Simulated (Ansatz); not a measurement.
The parent structure is Nb3Ir in the A15 (Cr3Si type) structure (space group Pm-3n, No. 223; a = 5.112 Å).

Method: Ansatz (an electronic-structure program), PBEsol, PAW, cutoff 420 eV, scalar-relativistic without spin-orbit coupling.

Base values:

The lattice parameter a is 5.112 Å.

One thing is altered: every Nb is replaced by Mo; the structure is relaxed again.

Tabulated Pauling electronegativity and covalent radius: Nb 1.60, 1.64 Å; Mo 2.16, 1.54 Å.

### Question
What does the calculation give for the lattice parameter a after the change?

### Answer
The lattice parameter a falls by 0.1714 Å to 4.940 Å.

No phonon test of stability was made. For Mo3Ir in this form, whether it has been made was not checked. All final runs are without spin polarisation.
